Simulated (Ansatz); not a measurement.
The reference is CuAu (space group P4/mmm, No. 123; a = 2.853 Å, c = 3.570 Å; relaxed with 0.1 eV smearing). Axes: x, y, z lie along a, b, c of the conventional cell.

Calculations: Ansatz (a program for electronic structure) r2SCAN, no spin-orbit coupling.

Modification: tensor shear ε_xy = +0.29 % (engineering shear γ = 0.0058), atoms relaxed at fixed cell.

**Question.** What does the calculation give for the stress after the change?

**Answer.** The stress (xx, yy, zz, yz, xz, xy; compression positive) amounts to (0.0, 0.0, 0.0, 0.0, 0.0, -0.2) GPa.

**Question.** What happens to the energy relative to the base?

**Answer.** The energy hardly moves.

The cells carry an imposed strain or load. Whether these cells are dynamically stable was not tested. The final runs are not spin-polarised.
